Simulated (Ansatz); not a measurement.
Ansatz (a quantum-chemistry and plane-wave program), DFT, PBEsol, plane waves, its default PAW files: Rb2Te3, atoms displaced (from the phase in space group 62, mp-2095) (Rb8Te12), 20 atoms. Basis and mesh were picked for this test and aren't claimed converged.

cell: 16.25, 10.75, 4.79 Å; 90, 90, 90°
distance to the nearest atom: 2.78 to 3.70 Å
task: single point
k mesh: 1×2×4
hamiltonian.xc: pbesol
kind of files: paw
scf.occupations.method: fermi_dirac
scf.occupations.width: 0.05 eV
output.forces: true
binding of workers (--pin): off
k-point pools (--kpoint-pools): 1
memory maximum (--max-ram): 8GiB
accuracy: medium (default)
basis.precision: auto (default)
basis.xc_grid: 2 (default)
scf.mixing.algorithm: auto (default)
scf.mixing.preconditioner: auto (default)
scf.convergence.dr2_threshold: 8.37204e-07 (default)
scf.lower_state_search: light (default)
k-points after symmetry: 6
bands at the start: 152
electrons: 264
plane waves at Γ: 16289
cutoff (eV): 420
FFT grid: 120×72×36
symmetry operations: 1

One run each.

All on 4 threads. Base settings, kept where nothing else is said: scf.eigensolver.kind = auto (default), scf.eigensolver.mixed_precision = false (default), scf.eigensolver.cushion = auto (default), scf.eigensolver.full_accuracy = false (default), scf.algorithm = auto (default) (scf.eigensolver.max_subspace_factor, scf.eigensolver.real_solve not set). The settings tried:
- scf.algorithm = direct_min
- the base settings
- scf.eigensolver.kind = davidson, scf.eigensolver.mixed_precision = true
- scf.eigensolver.mixed_precision = true
- scf.algorithm = density_mixing
- scf.eigensolver.full_accuracy = true
- scf.eigensolver.real_solve = false
- scf.eigensolver.kind = davidson, scf.eigensolver.cushion = true
- scf.eigensolver.kind = davidson
- scf.eigensolver.kind = davidson, scf.eigensolver.max_subspace_factor = 2
- scf.eigensolver.kind = davidson, scf.eigensolver.max_subspace_factor = 6

Predict which of these converge in the fewest applications of H to a band.

Fewest applications of H to a band, with those close behind: scf.eigensolver.real_solve = false (15215); the base settings (15872); scf.algorithm = density_mixing (15872). Most among those that reach the base run's result: scf.algorithm = direct_min (59444). All converged.

```
setting                                                                   applications of H to a band  SCF iterations (all cycles of the run, searches included)        end
------------------------------------------------------------------------  ---------------------------  ---------------------------------------------------------  ---------
scf.eigensolver.real_solve = false                                                              15215                                                          8  converged
the base settings                                                                               15872                                                          8  converged
scf.algorithm = density_mixing                                                                  15872                                                          8  converged
scf.eigensolver.kind = davidson, scf.eigensolver.max_subspace_factor = 6                        20774                                                          7  converged
scf.eigensolver.kind = davidson                                                                 20876                                                          7  converged
scf.eigensolver.kind = davidson, scf.eigensolver.mixed_precision = true                         20908                                                          7  converged
scf.eigensolver.mixed_precision = true                                                          20908                                                          7  converged
scf.eigensolver.kind = davidson, scf.eigensolver.cushion = true                                 22302                                                          7  converged
scf.eigensolver.kind = davidson, scf.eigensolver.max_subspace_factor = 2                        24782                                                          8  converged
scf.eigensolver.full_accuracy = true                                                            37778                                                          7  converged
scf.algorithm = direct_min                                                                      59444                                                          8  converged
```

An iteration's cost differs between solvers, so these counts don't give the time.

Keys are those of Ansatz 0.2.
